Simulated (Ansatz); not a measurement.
Base system: MoTe2 (space group P6_3/mmc, No. 194; a = 3.497 Å, c = 13.697 Å; layered, stacked along the Cartesian z axis).

Computed with DFT with PBE-D3(BJ), PAW potentials and a 420 eV plane-wave cutoff in Ansatz (an electronic-structure program), scalar-relativistic without spin-orbit coupling, earlier PAW set.

Before the change:

| Item | Result |
|---|---|
| Gap between the host's bands | 0.60 eV |
| Gap character | indirect, Γ → k = (0.200, 0.200, 0) in the run's primitive reciprocal basis |

Now apply this change: 0.725 holes added to each cell, a density of 5.0×10^21 cm⁻³, with a uniform compensating background at fixed cell and a 300 K Fermi–Dirac width.

**Question.** What does the calculation give for the Fermi level from band edge, gap between the host's bands and gap character after the change?

**Answer.** The Fermi level relative to the doped band's edge (positive inside the band; to 0.05 eV) is +0.35 eV; the gap between the host's bands drops by 0.03 eV to 0.57 eV; the gap character changes from indirect, Γ → k = (0.200, 0.200, 0) in the run's primitive reciprocal basis to indirect, K–Γ (81 % along) → k = (0.200, 0.200, 0) in the run's primitive reciprocal basis.

Carriers are added with a uniform compensating background; total energy and stress of such cells depend on the potential's zero and are not compared; many-body gap narrowing is missing at this level. Spin-orbit coupling, missing from the scalar runs, can matter with Te. No phonon test of stability was made. The D3 term's C6 switches between coordination references near this geometry, which can add small steps to energies.
